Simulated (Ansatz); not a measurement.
**CdSe: pressure −2 GPa**

Base system: CdSe in the zinc blende structure (space group F-43m, No. 216; a = 6.1964 Å).

Now apply this change: hydrostatic tension (pressure −2 GPa).

Method: Ansatz (a program for electronic structure) PBE, no spin-orbit coupling, earlier PAW set. k-mesh 9×9×9 (Γ-centred); smearing 0.05 eV (Fermi–Dirac).

- Volume per atom = 31.28 Å³ (base 29.74 Å³)
- Density = 5.08 g/cm³ (base 5.34 g/cm³)
- Lattice parameter a = 6.301 Å (base 6.196 Å)
- Shortest interatomic distance = 2.729 Å (base 2.683 Å)
- Enthalpy H = E + PV relative to the base's energy = -0.38 eV/atom
- Band gap = 0.39 eV (base 0.49 eV)
- Gap character = direct at Γ (base direct at Γ)
- Mean gap deformation potential ΔEg/Δln V = -2.1 eV
- Width of the top valence band = 1.79 eV (base 1.98 eV)
- Electron mass = 0.044 mₑ (at Γ) (base 0.052 mₑ (at Γ))
- Hole mass (degenerate bands, along [100]) = 0.045, 0.79, 0.79 mₑ (at Γ) (base 0.053, 0.73, 0.73 mₑ (at Γ))

Final structure:

```yaml
crystal:
  lattice:
    - [0.00000, 3.15069, 3.15069]
    - [3.15069, 0.00000, 3.15069]
    - [3.15069, 3.15069, 0.00000]
  atoms:
    - { symbol: Se, position: [0.75000, 0.75000, 0.75000] }
    - { symbol: Cd, position: [0.00000, 0.00000, 0.00000] }
```

Load acts through the strain it causes; cell and atoms are relaxed under it. Masses are band curvatures over ±0.01 Å⁻¹ around the edge. No phonon test of stability was made.
